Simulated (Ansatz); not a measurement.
## Se in the diamond structure (space group Fd-3m, No. 227; a hypothetical phase, not in the database extracts checked)

```
CELL_PARAMETERS angstrom
      0.00000     3.11137     3.11137
      3.11137     0.00000     3.11137
      3.11137     3.11137     0.00000
ATOMIC_POSITIONS crystal
  Se 0.25000 0.25000 0.25000
  Se 0.00000 0.00000 0.00000
```

Calculations: Ansatz (an electronic-structure program) PBEsol, no SOC. Settings: 13×13×13 k-points, 0.05 eV Fermi–Dirac smearing.

```json
{
  "volume_per_atom": "30.12 Å³",
  "density": "4.35 g/cm³",
  "band_gap": "zero",
  "total_energy": "-5423.669 eV/atom (σ→0; compares only within this code and set-up)"
}
```

Whether these cells are dynamically stable was not tested.
